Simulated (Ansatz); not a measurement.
Base system: TiC in the rock salt structure (space group Fm-3m, No. 225; a = 4.328 Å; relaxed with 0.1 eV smearing). Axes: x, y, z lie along the cube axes.

Method: Ansatz (a program for electronic structure) r2SCAN, scalar-relativistic without spin-orbit coupling.

Before the change:

- Pressure = 0.0 GPa
- Shortest interatomic distance = 2.164 Å
- Band gap = zero

Now apply this change: strain tensor (xx, yy, zz, yz, xz, xy) = (−1.50, −0.19, +0.27, +0.28, −0.88, +1.38) %, atoms relaxed at fixed cell.

**Question.** What happens to the pressure, energy relative to the base, shortest interatomic distance and band gap?

**Answer.** The pressure (mean of the normal stresses, compression positive) goes from zero to 4.1 GPa; the energy goes up by 11 meV/atom; the shortest interatomic distance shrinks by 0.032 Å to 2.132 Å; the band gap remains zero.

Whether these cells are dynamically stable was not tested. The final runs are not spin-polarised.
